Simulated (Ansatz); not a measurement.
**rock-salt TiN (1 1 1) on diamond (1 1 1) (film strained to the substrate, faces as cut)**

A periodic stack without vacuum, rock-salt TiN (1 1 1) on diamond (1 1 1) (film strained to the substrate, faces as cut): substrate slab C56, film N12Ti12, surface cells [[-2, 2], [-2, 0]] and [[1, -2], [2, -1]], film strained by -2.9 and -2.9 %, faces C/C and N/Ti as cut (like faces can put a slab off its formula).

The start was prepared with a machine-learned potential, and the result is one local minimum, with the in-plane cell held and forces under 0.04 eV/Å; the film can end far from its bulk form.

All values below come from PBE (plane waves to 420 eV, PAW; Ansatz, an electronic-structure program). No spin–orbit coupling; the runs are not spin-polarised; PBE gaps are too small against experiment. Its k-point mesh 6×6×1, Fermi–Dirac width 0.05 eV.

interface area: 22.1 Å²
period: 24.91 Å
gaps between the outermost planes at the two interfaces: 1.44 and 1.83 Å
C–Ti contacts across the interfaces within 1.22 times the sum of covalent radii: 12, mean 2.42 Å
C–N contacts across the interfaces within 1.22 times the sum of covalent radii: 3, mean 1.49 Å
estimate of the barrier: withheld, since the two interfaces are unlike

```
Ti3C14N3
1.0
    5.04971    -0.00038     0.11489
    2.52492     4.37407     0.07410
    0.67409    -0.81608    24.93385
C N Ti
56 12 12
Cartesian
  6.64907   2.52706   1.63005
  4.13627   2.52848   1.57181
  5.39259   0.35183   1.59423
  2.86914   0.34430   1.49074
  4.13048   3.98785   1.06700
  6.67804   3.98282   1.12575
  2.88120   1.81574   1.03171
  5.40281   1.80462   1.13141
  4.08238   1.06589   3.63279
  1.55737   1.06600   3.57615
  5.34460   3.25261   3.66983
  2.81949   3.25280   3.63010
  6.62401   2.52812   3.19903
  4.08840   2.52918   3.14113
  5.35608   0.33253   3.16213
  2.83167   0.33835   3.09300
  4.03472   3.97430   5.71577
  6.55877   3.97420   5.77239
  2.77222   1.78632   5.67884
  5.29703   1.78712   5.73016
  4.04438   1.05885   5.18882
  1.52354   1.05897   5.13203
  5.30865   3.24925   5.22591
  2.78373   3.24697   5.17480
  6.51271   2.50823   7.82761
  3.98710   2.50786   7.77192
  5.24826   0.32170   7.79053
  2.72433   0.31969   7.73506
  3.99886   3.96826   7.26334
  6.52304   3.96825   7.31930
  2.73673   1.78003   7.22631
  5.26130   1.78138   7.28111
  3.93410   1.04071   9.82899
  1.41469   1.04196   9.76543
  5.20545   3.22444   9.86610
  2.67887   3.23408   9.80807
  6.47835   2.50204   9.37442
  3.95146   2.50171   9.32060
  5.21215   0.31666   9.33740
  2.68813   0.31254   9.28079
  1.39249  -0.41672  11.82348
  3.89154  -0.42458  11.89195
  2.61038   1.78127  11.85983
  5.14814   1.73678  11.91742
  3.89231   1.03465  11.37779
  1.37907   1.03604  11.30766
  5.17262   3.21336  11.41491
  2.64590   3.23333  11.35736
  6.26013   2.48633  14.03749
  3.84581   2.48358  13.91572
  5.15745   0.20010  14.00281
  2.63909   0.38855  13.94657
  1.38191  -0.43526  13.37620
  3.85586  -0.43115  13.45004
  2.57303   1.80248  13.41224
  5.08986   1.71500  13.46911
  2.81688   0.73481  15.38872
  5.81658   2.48862  15.46369
  7.84724   4.20961  15.51620
  7.17387   2.46491  17.92052
  4.56508   3.88005  17.86569
  4.57049   1.05921  17.85519
  3.69468  -0.45660  20.33673
  6.21917   1.00099  20.40180
  3.69373   2.45990  20.36815
  2.80118   0.99104  22.83152
  5.31662   2.45735  22.89609
  5.31346  -0.47093  22.88417
  6.30493   3.93074  16.76815
  6.30580   1.01449  16.72533
  3.79649   2.47483  16.04098
  2.90594   1.02935  19.06276
  5.37477   2.47195  19.12475
  7.94120   3.88960  19.18766
  7.04459   2.48196  21.68978
  1.99905  -0.48724  21.56556
  4.47627   0.99573  21.62590
  3.60332  -0.46940  24.13327
  6.13601   0.98841  23.93625
  3.60481   2.44660  24.09908
```
